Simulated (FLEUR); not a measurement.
# Convergence study of the k-point mesh for W (Im-3m, 1 atom in the cell)

```xyz
1
Lattice="-1.5721 1.5721 1.5721 1.5721 -1.5721 1.5721 1.5721 1.5721 -1.5721" Properties=species:S:1:pos:R:3 pbc="T T T"
W      0.0000     0.0000     0.0000
```

Method of the run: PBE, all-electron FLAPW (FLEUR), scalar-relativistic valence.

Base settings: Kmax = 4.2 1/bohr; GmaxXC = 16.8 1/bohr; xcFunctional = pbe; jspins = 1; l_soc = F; mode = hist; fermiSmearingEnergy = 0.00367493 Htr; mesh (inpgen div1-3) = 9 9 9; inpgen gamma flag = false; Gmax = 16.8 1/bohr.

Moved along: kpt_gamma.

The second cell is the first with its lattice scaled by 0.98.

Only quantities that move along the ladder and can be compared are tabulated.

Core times come from one kind of shared machine, to one figure; runs under 30 s give none.

The starting cell has typed, rounded lattice constants, without a prior relaxation at this level. Its lattice was rescaled by up to half a per cent. Spin polarisation is off. Values depend on the basis (sphere radii, cutoffs, local orbitals), which need not be converged.

```csv
kpt_div,free energy less the last step's (meV/atom),energy of the compressed cell less the first (meV/atom),core time / last (rough)
3 3 3,405.30,203.87,–
4 4 4,155.83,137.40,–
5 5 5,-46.17,144.34,–
6 6 6,-54.67,132.06,–
7 7 7,60.93,145.53,–
8 8 8,5.84,148.12,–
9 9 9,-17.56,140.97,–
10 10 10,6.05,146.98,–
11 11 11,17.70,144.79,–
13 13 13,-11.19,142.80,–
19 19 19,-1.36,142.59,0.2
23 23 23,-1.60,143.15,0.3
26 26 26,-0.39,143.22,0.7
32 32 32,0.00,143.42,1
```

Coarsest kpt_div that holds the free energy within 5 meV/atom of the last step, with all finer ones: 19 19 19, at about 0.2 of the last step's time; the step before is off by 11 meV/atom.

Coarsest kpt_div that holds the energy of the compressed cell less the first within 1 meV/atom of the last step, with all finer ones: 13 13 13; the step before is off by 1.4 meV/atom.

The energy difference between the two cells stays within 1 meV/atom of the last step's from 13 13 13 on, the total only from 26 26 26 on: much of the error is common to both cells and cancels.
